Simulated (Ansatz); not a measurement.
How the elastic constant C11 of CsCl-type CuZn moves with the method

No measured value is used here.

```csv
level (code),value (GPa),cell (Å³/atom)
LDA (Ansatz),[?],11.82
BLYP (Ansatz),97.3,13.89
PBE (Ansatz),125,13.02
PBEsol (Ansatz),148,12.30
revPBE (Ansatz),[?],13.38
RPBE (Ansatz),111,13.52
PBE-D3(BJ) (Ansatz),146,12.33
r²SCAN (Ansatz),147,12.44
r²SCAN+rVV10 (Ansatz),[?],12.28
HSE06 (Ansatz),125,13.03
```

Problem. Some entries are withheld; supply them.

Solution. 
- LDA (Ansatz, an electronic-structure program), value (GPa): 166
- revPBE (Ansatz), value (GPa): 114
- r²SCAN+rVV10 (Ansatz), value (GPa): 154

PBE-D3(BJ): the dispersion coefficients are held fixed in the derivatives. HSE06: hybrids on metals are sensitive to the k mesh. HSE06: the run warned that the count of filled bands differs between k points. Each level is taken at its own relaxed cell. Cutoffs and k meshes differ between the levels. Ansatz's density-functional and Hartree–Fock values are scalar-relativistic unless marked +SOC, with PAW data made under PBE.
